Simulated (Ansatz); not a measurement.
**BaHfO3 in the cubic perovskite structure (space group Pm-3m, No. 221)**

```xyz
5
Lattice="4.1575 0.0000 0.0000 0.0000 4.1575 0.0000 0.0000 0.0000 4.1575" Properties=species:S:1:pos:R:3 pbc="T T T"
Ba     0.0000     0.0000     0.0000
Hf     2.0788     2.0788     2.0788
O      2.0788     0.0000     2.0788
O      0.0000     2.0788     2.0788
O      2.0788     2.0788     0.0000
```

Level of theory: Ansatz (an electronic-structure program), PBEsol, PAW, cutoff 420 eV, scalar-relativistic without spin-orbit coupling. k-mesh 8×8×8 (Γ-centred); smearing 0.05 eV (Fermi–Dirac).

| Quantity | Result |
|---|---|
| Volume per atom | 14.37 Å³ |
| Density | 8.41 g/cm³ |
| Band gap | 3.58 eV, indirect, R → Γ |
| Electron mass (degenerate bands, along [100]) | 0.33, 0.33, 2.2 mₑ |
| Lowest conduction-band minima above the VBM | Γ 3.58 eV |
| Total energy | -4630.524 eV/atom (σ→0; compares only within this code and set-up) |

Spin-orbit coupling, missing from the scalar runs, can matter with Hf. Effective masses come from finite differences of ±0.01 Å⁻¹. No phonon test of stability was made.
